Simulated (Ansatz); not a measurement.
Band structure of CaF2 (Fm-3m, 3 atoms in the cell).

```xyz
3
Lattice="0.0000 2.6905 2.6905 2.6905 0.0000 2.6905 2.6905 2.6905 0.0000" Properties=species:S:1:pos:R:3 pbc="T T T"
Ca     0.0000     0.0000     0.0000
F      4.0357     4.0357     4.0357
F      1.3452     1.3452     1.3452
```

Method of the run: PBE (plane waves, PAW; Ansatz, an electronic-structure program).

Settings: basis.ecutwfc = 420 eV; kpoints.mp_grid.grid = 11 11 11; hamiltonian.xc = pbe; hamiltonian.pseudopotentials = {kind: paw} (the program's default PAW files); scf.occupations.method = fixed; kpoints.band_path.npoints = 8.

The starting cell comes from a database of computed structures (which also holds hypothetical and non-ambient phases and stackings), without a prior relaxation at this level. Its lattice was rescaled by a random factor within 2.5 % of one.

Problem. Predict the gap along the standard path and the places of the band edges.

Solution. The gap along the path is 7.57 eV, from X to Γ; the smallest direct gap on it is 7.84 eV.

Levels in eV from the top of the valence band on the path, bands 9 to 15:
| point | 9 | 10 | 11 | 12 | 13 | 14 | 15 |
|---|---|---|---|---|---|---|---|
| Γ | -2.25 | -0.26 | -0.26 | -0.26 | 7.57 | 9.35 | 9.35 |
| X | -1.71 | -0.39 | -0.39 | 0.00 | 8.25 | 9.78 | 10.33 |
| W | -1.09 | -1.09 | -0.30 | -0.10 | 8.59 | 9.97 | 10.21 |
| K | -1.56 | -0.69 | -0.46 | -0.10 | 8.52 | 9.99 | 10.04 |
| L | -1.34 | -1.29 | -0.86 | -0.86 | 9.58 | 9.58 | 10.05 |
| U | -1.56 | -0.69 | -0.46 | -0.10 | 8.52 | 9.99 | 10.04 |

Keys are those of Ansatz 0.2.
